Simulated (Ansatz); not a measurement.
Cost and result by functional for the surface energy of the (10-13) surface of hcp Zr in its 1x1 cell, outermost plane spacing 0.24 Å in the ideal cut, in Ansatz (plane waves, PAW). Single points on the PBE structure, on one kind of machine; costs are rough ratios of the slab run's core time (references not counted) to the cheapest single point. r2SCAN's cost holds its higher cutoff (500 against 420 eV). Differences are taken against r2SCAN for comparison alone: no measured value is at hand, so the table doesn't rank accuracy.

Model: 16-atom slab, 10.5 Å thick at the start, 12x4x1 mesh, Fermi-Dirac 0.1 eV, dipole correction, all atoms relaxed; held to the part of the start's symmetry that mesh and held atoms allow; no spin, no spin-orbit, no U. These notes are the PBE run's.

| functional | relative cost | surface energy (J/m²) | less r2SCAN (J/m²) |
|---|---|---|---|
| PBEsol | 1 | 1.89 | 0.02 |
| LDA | 1 | 1.94 | 0.07 |
| RPBE | 1 | 1.61 | -0.26 |
| r2SCAN | 2 | 1.87 | 0.00 |
| PBE (the relaxed run's value) | – | 1.73 | -0.14 |

The values span 0.34 J/m², while the single points' costs differ by a factor of roughly 2. Differences are of unrounded values.

Ansatz is a program for electronic structure.
